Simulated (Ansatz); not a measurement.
```yaml
crystal:
  lattice:
    - [12.50000, 0.00000, 0.00000]
    - [0.00000, 11.00000, 0.00000]
    - [0.00000, 0.00000, 3.99336]
  atoms:
    - { symbol: Ge, position: [0.44951, 0.50000, 0.00000] }
    - { symbol: Ge, position: [0.55049, 0.50000, 0.50000] }
```

Level of theory: PBE (plane waves to 420 eV, PAW; Ansatz, a program for electronic structure). Mesh 1×1×78. No spin polarisation, so a magnetic state wasn't tested. Isolated but for its images some 11 Å away. A model structure. It keeps the symmetry and period of its start, so it need not be a minimum against all distortions. Pairing along the axis, which can open a gap, is among the distortions not tried. Values not marked SOC lack spin–orbit coupling.

### Question
Say what this body is, and give its properties.

### Answer
Free zigzag chain of Ge atoms. A hypothetical model.
```
Quantity                 Value
--------  --------------------
PBE gap   none (under 0.01 eV)
```
